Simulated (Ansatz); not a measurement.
The reference is HfO2 (space group P4_2/nmc, No. 137; a = 3.5675 Å, c = 5.1667 Å). Axes: x, y, z lie along a, b, c of the conventional cell.

Level of theory: Ansatz (a quantum-chemistry and plane-wave program), PBEsol, PAW, cutoff 420 eV, no SOC, earlier PAW set.

Base values:

The electron mass is 0.94 mₑ along c, 0.79 mₑ across (at Γ).

Modification: uniaxial stress, 8 GPa tension along z, with the cell and atoms free to relax against it.

### Question
What does the calculation give for the secant Young's modulus along z, mean lateral Poisson ratio and electron mass after the change?

### Answer
The secant Young's modulus along z comes out as 260 GPa; the mean lateral Poisson ratio is 0.11; the electron mass changes from 0.94 mₑ along c, 0.79 mₑ across (at Γ) to 1.0 mₑ along z, 0.83 mₑ across (at Γ).

With Hf present, leaving out spin-orbit coupling can change the band edges. The levels and masses belong to the bands next to the band gap. Load acts through the strain it causes; cell and atoms are relaxed under it. Effective masses come from finite differences of ±0.01 Å⁻¹. Stability under load was not tested beyond the relaxation. This is not the structure that HfO2 has at room temperature and ambient pressure.
